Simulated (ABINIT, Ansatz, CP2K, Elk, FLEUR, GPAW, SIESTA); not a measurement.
# Code comparison for AlN (F-43m, 2 atoms in the cell)

Self-consistent single point.

```
CELL_PARAMETERS angstrom
      0.00000     2.19000     2.19000
      2.19000     0.00000     2.19000
      2.19000     2.19000     0.00000
ATOMIC_POSITIONS crystal
  Al 0.00000 0.00000 0.00000
  N  0.25000 0.25000 0.25000
```

Shared settings, as Ansatz (a program for electronic structure) writes them: kpoints.mp_grid.grid = 10 10 10; scf.occupations.method = fermi_dirac; scf.occupations.width = 0.01 eV. Potentials and cutoffs stand in the table.

```tsv
code	model	gap on the mesh (eV)	cutoff
Ansatz	PBEsol, default PAW files made with PBE	3.192	default
Elk	PBEsol, all-electron FP-LAPW, Elk's shipped species files, APW+lo basis with extra local orbitals	3.189	rgkmax 8
CP2K	PBEsol, GPW, DZVP-MOLOPT-SR-GTH basis, GTH-PBE potentials (GTH_POTENTIALS)	3.161	grid 400 Ry
SIESTA	GGA PBEsol, numerical atomic orbitals DZP, PseudoDojo PBEsol standard norm-conserving potentials (rewritten from UPF to PSML)	3.178	grid 300 Ry
GPAW	PBEsol, GPAW PAW datasets PBEsol (made by gpaw-setup)	3.177	950 eV
FLEUR	PBEsol, all-electron FLAPW (FLEUR), scalar-relativistic valence	3.204	Kmax 4.5 1/bohr
ABINIT	PBEsol, PAW (JTH v2.0 PBE PAW, files made for PBE)	3.159	707 eV
```

Gaps are read on the mesh.

The spread over the programs that give each value: gap on the mesh within 0.045 eV.

CP2K and SIESTA use small atom-centred bases, whose incompleteness enters pressures, forces and empty levels differently from a plane-wave cutoff. Elk and FLEUR treat all electrons, but the usual bases taken here (sphere radii, linearisation, local orbitals, empty states) were not tested for convergence, so the values are no reference for the others. In the pressure, CP2K (by 2.17) and SIESTA (by 1.72) lie more than 1 GPa from the median of the plane-wave programs.

The starting cell has typed, rounded lattice constants, without a prior relaxation at this level.

Keys are those of Ansatz 0.2.
